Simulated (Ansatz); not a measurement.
The starting structures come from a database of crystals and need not be the phases stable at ambient conditions.

 Where the default PAW files enter, the runs use the earlier of Ansatz's two default sets.

# Evanescent states of Ca(HO)$_{2}$ (P-3m1, not sure to be the ambient phase, 5 atoms a cell, 10.6 Å³ an atom) along the normal of (111)

The numbers are results of PBEsol (plane waves, PAW; Ansatz, a program for electronic structure), not measurements.

The gap is the functional's own, uncorrected, and κ follows it; spin-orbit coupling is left out. Mid-gap values are interpolated between the computed energies.

Energies count from the valence-band top; κ is the least over a 6×6 mesh across the current.

```json
[
 {"E (eV)": "0.10", "κ (1/Å)": "0.124", "where": "Γ"},
 {"E (eV)": "0.30", "κ (1/Å)": "0.204", "where": "Γ"},
 {"E (eV)": "0.50", "κ (1/Å)": "0.251", "where": "Γ"},
 {"E (eV)": "0.70", "κ (1/Å)": "0.284", "where": "Γ"},
 {"E (eV)": "0.90", "κ (1/Å)": "0.309", "where": "Γ"},
 {"E (eV)": "1.10", "κ (1/Å)": "(withheld)", "where": "Γ"},
 {"E (eV)": "1.30", "κ (1/Å)": "(withheld)", "where": "Γ"},
 {"E (eV)": "1.50", "κ (1/Å)": "(withheld)", "where": "Γ"},
 {"E (eV)": "1.70", "κ (1/Å)": "(withheld)", "where": "Γ"},
 {"E (eV)": "1.90", "κ (1/Å)": "(withheld)", "where": "Γ"},
 {"E (eV)": "2.10", "κ (1/Å)": "(withheld)", "where": "Γ"},
 {"E (eV)": "2.30", "κ (1/Å)": "(withheld)", "where": "Γ"},
 {"E (eV)": "2.50", "κ (1/Å)": "(withheld)", "where": "Γ"},
 {"E (eV)": "2.70", "κ (1/Å)": "(withheld)", "where": "Γ"},
 {"E (eV)": "2.90", "κ (1/Å)": "(withheld)", "where": "Γ"},
 {"E (eV)": "3.10", "κ (1/Å)": "(withheld)", "where": "Γ"},
 {"E (eV)": "3.30", "κ (1/Å)": "0.282", "where": "Γ"},
 {"E (eV)": "3.50", "κ (1/Å)": "0.254", "where": "Γ"},
 {"E (eV)": "3.70", "κ (1/Å)": "0.218", "where": "Γ"},
 {"E (eV)": "3.90", "κ (1/Å)": "0.167", "where": "Γ"},
 {"E (eV)": "4.10", "κ (1/Å)": "0.076", "where": "Γ"}
]
```

Question: What belongs in the gaps?

Answer: 
- 1.10, κ (1/Å): 0.327
- 1.30, κ (1/Å): 0.339
- 1.50, κ (1/Å): 0.348
- 1.70, κ (1/Å): 0.354
- 1.90, κ (1/Å): 0.356
- 2.10, κ (1/Å): 0.355
- 2.30, κ (1/Å): 0.351
- 2.50, κ (1/Å): 0.344
- 2.70, κ (1/Å): 0.334
- 2.90, κ (1/Å): 0.321
- 3.10, κ (1/Å): 0.304
